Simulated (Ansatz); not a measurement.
Fluorite HfO2 (high-temperature phase), treated with PBEsol in Ansatz (plane waves, PAW).

Run with plane-wave cutoff 520 eV, 12×12×12 k mesh, Fermi–Dirac smearing 0.01 eV, scalar-relativistic PAW data made under PBE.

Properties against volume:

| V (Å³/atom) | P (GPa) | direct gap at Γ (eV) | smallest gap on the k mesh (eV) |
|---|---|---|---|
| 10.049 | 18.71 | 4.587 | 3.828 |
| 10.263 | 11.82 | 4.540 | 3.781 |
| 10.477 | 5.61 | 4.491 | 3.735 |
| 10.691 | 0.01 | 4.442 | 3.689 |
| 10.904 | -5.02 | 4.393 | 3.644 |
| 11.118 | -9.56 | 4.342 | 3.599 |
| 11.332 | -13.65 | 4.292 | 3.554 |

The fundamental gap (3.69 eV at the equilibrium volume, with added k points) lies elsewhere than Γ–Γ.

Note: symmetry holds this phase in the static calculation, where it need not be a minimum; held by symmetry at 0 K, a high-temperature phase can be a saddle point.

Spin–orbit coupling is not included.

Ansatz is an electronic-structure program.
